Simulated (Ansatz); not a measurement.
Consider Al₂O₃ in the corundum structure (space group R-3c, No. 167; a = 4.774 Å, c = 13.015 Å (hexagonal axes)). Axes: x lies along a and z along c of the hexagonal cell.

Method: PBEsol (Ansatz, a quantum-chemistry and plane-wave program; PAW; 420 eV plane waves; without spin-orbit coupling).

Perturbation: a pure shear with ε_xz = ε_zx = 0.0040, atoms relaxed at fixed cell.

### Question
Predict the stress tensor and what it implies for the stiffness.

### Answer
Stress of the strained cell less that of the base (GPa, compression positive):
```
   0.02   -0.15   -1.13
  -0.15    0.01    0.00
  -1.13    0.00    0.02
```

Then −Δσ/γ with γ = 2ε = 0.0080 gives relaxed-ion elastic constants: C55 ≈ 142 GPa.

Stability against distortions was not tested.
